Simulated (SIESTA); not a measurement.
Band structure of VOs (Pm-3m, 2 atoms in the cell).

```
VOs
1.0
    2.94266     0.00000     0.00000
    0.00000     2.94266     0.00000
    0.00000     0.00000     2.94266
V Os
1 1
Cartesian
  0.00000   0.00000   0.00000
  1.47133   1.47133   1.47133
```
Moments meant for the start (each program seeds them in its own way; μB, in the order of the atoms V Os): 2.0 0.0.

Method: GGA PBEsol, numerical atomic orbitals DZP, PseudoDojo PBEsol standard norm-conserving potentials (rewritten from UPF to PSML) (SIESTA).

Settings: XC.functional = GGA; XC.authors = PBEsol; potentials = PseudoDojo PBEsol standard; PAO.BasisSize = DZP; PAO.EnergyShift = 0.005 Ry; MeshCutoff = 400 Ry; kgrid.MonkhorstPack = 9 9 9; OccupationFunction = FD; ElectronicTemperature = 1160.45 K; Spin = polarized; DM.InitSpin = [1 +2.00, 2 +0.00]; MaxSCFIterations = 150; SCF.Mixer.Method = Pulay; SCF.Mixer.Weight = 0.1.

The starting cell comes from a database of computed structures (which also holds hypothetical and non-ambient phases and stackings), without a prior relaxation at this level. Its lattice was rescaled by a random factor within 2.5 % of one. Spin-orbit coupling is off. The starting moments vanished: the run ended non-magnetic, which need not be the lowest state. Values carry the incompleteness of an atom-centred basis.

Levels in eV from the Fermi level, bands 11 to 16 of the first spin channel:
```tsv
point	11	12	13	14	15	16
Γ	-6.83	-2.29	-2.29	-2.29	0.86	0.86
X	-4.41	-2.49	-2.49	-2.21	-0.56	-0.56
M	-4.42	-4.42	0.42	0.42	0.50	0.98
R	-5.00	-2.61	-2.61	-2.61	1.13	1.13
```

Bands cross the Fermi level along this path, so the cell is metallic at this level.

Higher empty bands are left out: an atom-centred basis made for the valence describes them poorly.

The net moment of the cell came out as 0.00 μB.
